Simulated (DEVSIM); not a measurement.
System: abrupt GaAs p-n junction, at 300 K.

```
layer (left to right)  material  thickness (μm)  Nd (cm⁻³)  Na (cm⁻³)  τn (s)  τp (s)
---------------------  --------  --------------  ---------  ---------  ------  ------
1                          GaAs           0.700          -     8.7e15  4.5e-8  4.5e-8
2                          GaAs            2.20     6.3e15          -  4.5e-8  4.5e-8
```

Left contact: ohmic. Right contact: ohmic. Voltage is applied to the left contact. Recombination: SRH at mid-gap, Auger. Mobility is constant in doping.

Constants are typed, rounded textbook-type inputs, not results; the design itself was drawn at random and stands for no fabricated device. Values at 300 K.

| parameter | GaAs |
|---|---|
| gap (eV) | 1.424 |
| affinity (eV) | 4.07 |
| permittivity | 12.9 |
| Nc (cm⁻³) | 4.7e17 |
| Nv (cm⁻³) | 9e18 |
| μn (cm²/Vs) | 8500 |
| μp (cm²/Vs) | 400 |
| Cn (cm⁶/s) | 1e-30 |
| Cp (cm⁶/s) | 1e-30 |

Simulated with DEVSIM: 1D drift-diffusion, Boltzmann statistics, complete ionisation; no tunnelling, impact ionisation, image-force lowering or self-heating.

The thickness of layer 1 was swept, all else fixed.

```csv
thickness of layer 1 (μm),dark forward voltage at 100 A/cm² (V),dark forward voltage at 1 A/cm² (V)
0.14,0.988,0.854
0.24,1.010,0.880
0.42,1.030,0.903
0.7,1.044,0.920
1.2,1.060,0.935
2.1,1.076,0.950
3.5,1.090,0.963
```

From the first row to the last the dark forward voltage at 100 A/cm² goes from 0.988 to 1.090. From the first row to the last the dark forward voltage at 1 A/cm² goes from 0.854 to 0.963.
